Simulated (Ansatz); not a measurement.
An Ansatz (an electronic-structure program) run: Tl with a change (isotropic strain +1.50 %); PBEsol (Ansatz; PAW; 420 eV plane waves; scalar-relativistic without spin-orbit coupling).

Input:

Ansatz 0.2 input:
```yaml
crystal:
  lattice:
    - [3.5282013447, 0, 0]
    - [-1.7641006723, 3.0555119942, 0]
    - [0, 0, 5.5535866212]
  atoms:
    - { symbol: Tl, position: [0.6666666667, 0.3333333333, 0.75] }
    - { symbol: Tl, position: [0.3333333333, 0.6666666667, 0.25] }
basis: { ecutwfc: 420, ecutrho_ratio: 4, xc_grid: 2, fft_grid_basis: typed }
kpoints: { mp_grid: { grid: [19, 19, 11] } }
hamiltonian:
  xc: pbesol
  dispersion: none
  pseudopotentials: { kind: paw }
scf: { occupations: { method: fermi_dirac, width: 0.1 }, convergence: { dr2_threshold: 0.0000000002 } }
relax: { f_tol: 0.005, max_steps: 50 }
output: { forces: true, stress: true }
checkpoint: { write: state.ck, write_every: 1000 }
```

Output (explanatory and most iteration lines left out):

```
Relaxation: its limit of steps is 50 (relax.max_steps)
Pseudopotential: Tl, paw, valence charge 13
Crystal: 2 atoms, lattice volume = 59.870 Å³
Basis set: ecut = 420 eV, 1141 PW (Γ), exchange–correlation on 48×48×80 points (8 copies of the dense FFT grid, shifted against one another)
Bands: 17, of which v1, the nominal top of the filled ones, is band 13 counted from 1 (12 counted from 0)
Symmetry: 24 space group operations
Space group: P63/mmc (ITA 194), of the structure as read, at distance tolerance 3.9e-5 Å
k-points: 240 of 3971
Functional: x = pbesol(κ = 0.804, μ = 0.12345679012345678), c = pbesol(β = 0.046)
SCF iter   1: F=—  HF=-22591.359250 eV  |F-HF|=—  |Δ(HF+E_count)|=         —  Δρ=2.56e-3  dr2=4.50e-3  ethr=1.77e-3  ⟨swp⟩=5.9  Hψ=19892  notcnv=0
SCF iter   2: F=—  HF=-22591.355985 eV  |F-HF|=—  |Δ(HF+E_count)|=   3.26e-3  Δρ=1.00e-3  dr2=8.33e-4  ethr=1.73e-5  ⟨swp⟩=2.5  Hψ=8965  notcnv=0
SCF 1 converged in 8 iterations: F = -22591.355674 eV  dr2 = 1.04e-11
relax step   1: F+E_penalty+E_count = -22591.35567409 eV  Δ(F+E_penalty+E_count) = +0.000e0 eV  max|allowed force component| = 3.180e-17 eV/Å  Δτ_max = 0.0000 Å  (8 SCF iters, accepted)
SCF converged after 8 iterations
Free energy (F): -22591.355674 eV
Internal energy: -22591.326794 eV  (E = F + TS)
E sigma→0 (E₀):  -22591.341234 eV
Entropy (-TS):   -0.028880 eV (-14.440 meV/atom)
Fermi energy:    9.592875 eV
--- Forces (eV/Å), atoms counted from 1 ---
  atom   1  Tl    -0.00000000    -0.00000000    -0.00000000
  atom   2  Tl     0.00000000     0.00000000     0.00000000
--- Stress (GPa, compression-positive) ---
       -1.370590       0.000000       0.000000
        0.000000      -1.370590       0.000000
        0.000000       0.000000      -1.557265
  P = ⅓ Tr σ = -1.4328 GPa (-14.328 kbar)
--- Relaxed structure (1 steps of the walk, 1 accepted, 0 SCFs on fresh bases) ---
  atoms:
    - { symbol: Tl, position: [0.6666666666666665, 0.33333333333333326, 0.7499999999999999] }
    - { symbol: Tl, position: [0.33333333333333326, 0.6666666666666665, 0.25] }
```

No phonon test of stability was made. The cell was made from Tl in the hcp (Mg type) structure (space group P6_3/mmc, No. 194) by this change: isotropic strain +1.50 %.
